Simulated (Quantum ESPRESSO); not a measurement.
## Habitual settings against a tight run: LaIn (Pm-3m, 2 atoms in the cell)

Self-consistent single point.

```yaml
crystal:
  lattice:
    - [3.95843, 0.00000, 0.00000]
    - [0.00000, 3.95843, 0.00000]
    - [0.00000, 0.00000, 3.95843]
  atoms:
    - { symbol: La, position: [0.50000, 0.50000, 0.50000] }
    - { symbol: In, position: [0.00000, 0.00000, 0.00000] }
```

Computed with PBEsol, GBRV 1.5 ultrasoft (PBESOL) pseudopotentials (plane waves; Quantum ESPRESSO).

Base settings: ecutwfc = 40 Ry; ecutrho = 200 Ry; occupations = smearing; smearing = gauss; degauss = 0.0147 Ry; potentials = {La: la_pbesol_v1.uspp.F.UPF, In: in_pbesol_v1.4.uspp.F.UPF}; K_POINTS = automatic 6 6 6 0 0 0; conv_thr = 1e-10 Ry; mixing_beta = 0.7.

Tight run (finer mesh or higher cutoff; not a proven limit): ecutwfc: 40 Ry → 56 Ry; ecutrho: 200 Ry → 280 Ry; conv_thr: 1e-10 Ry → 7.3e-11 Ry; K_POINTS: automatic 6 6 6 0 0 0 → automatic 9 9 9 0 0 0. It gave Fermi level (on the code's own zero) 10.89 eV; pressure -2.42 GPa.

Quick runs, as changes from the base:
- A: the base itself
- B: ecutwfc: 40 Ry → 24 Ry; ecutrho: 200 Ry → 120 Ry; degauss: 0.0147 Ry → 0.019992 Ry; K_POINTS: automatic 6 6 6 0 0 0 → automatic 1 1 1 0 0 0
- C: ecutwfc: 40 Ry → 32 Ry; ecutrho: 200 Ry → 160 Ry; smearing: gauss → mp; degauss: 0.0147 Ry → 0.0099958 Ry; K_POINTS: automatic 6 6 6 0 0 0 → automatic 2 2 2 0 0 0
- D: ecutwfc: 40 Ry → 28 Ry; ecutrho: 200 Ry → 140 Ry; smearing: gauss → fd; K_POINTS: automatic 6 6 6 0 0 0 → automatic 4 4 4 1 1 1
- E: ecutwfc: 40 Ry → 32 Ry; ecutrho: 200 Ry → 160 Ry; conv_thr: 1e-10 Ry → 7.3e-06 Ry; K_POINTS: automatic 6 6 6 0 0 0 → automatic 6 6 6 1 1 1
- F: ecutwfc: 40 Ry → 24 Ry; ecutrho: 200 Ry → 120 Ry; K_POINTS: automatic 6 6 6 0 0 0 → automatic 3 3 3 0 0 0

Energies are extrapolated to zero smearing width, which holds to low order in the width alone (under cold and Methfessel-Paxton smearing the free energy itself is taken).

Dashes: pressure of E, not trusted under this conv_thr with d or f elements.

The count of work is k-points × plane waves × bands × iterations; it is no time. 

The starting cell comes from a database of computed structures (which also holds hypothetical and non-ambient phases and stackings), without a prior relaxation at this level. Its lattice was rescaled by a random factor within 2.5 % of one.

```
run  energy less tight (meV/atom)  pressure less tight (GPa)  count of work / tight
---  ----------------------------  -------------------------  ---------------------
A                            36.8                      -0.34                   0.35
B                          2388.3                     -48.19                 0.0074
C                            -2.8                       0.94                  0.055
D                           248.0                      -9.28                  0.040
E                            40.4                          –                  0.079
F                          1207.0                     -41.77                  0.035
```

Among the runs at the tight run's level, the energy misses run from 2.8 to 2388.3 meV/atom.
